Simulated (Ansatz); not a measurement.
Take W in the bcc (W type) structure (space group Im-3m, No. 229; relaxed with 0.1 eV smearing) as the base.

```
W
1.0
   -1.56765     1.56765     1.56765
    1.56765    -1.56765     1.56765
    1.56765     1.56765    -1.56765
W
1
Direct
  0.00000   0.00000   0.00000
```

Cartesian axes are those of the cell as printed.

Computed with LDA (Ansatz, a quantum-chemistry and plane-wave program, PAW, scalar-relativistic without spin-orbit coupling).

Strains are applied to the cell and any free atomic positions relax.

One change was made to it. Results:

| quantity | base | after |
|---|---|---|
| energy relative to the base (free energy F) | 0 meV/atom | +10 meV/atom |
| pressure (mean of the normal stresses, compression positive) | 0.0 GPa | -6.3 GPa |

Which of these changes matches the shifts?
A. uniaxial strain ε_zz = +0.50 %
B. uniaxial strain ε_zz = +2.00 %
C. uniaxial strain ε_zz = −2.50 %

B, uniaxial strain ε_zz = +2.00 %. For comparison, the energy relative to the base in the other runs: uniaxial strain ε_zz = −2.50 % gives +18 meV/atom; uniaxial strain ε_zz = +0.50 % gives +0.7 meV/atom.

No phonon test of stability was made. All final runs are without spin polarisation.
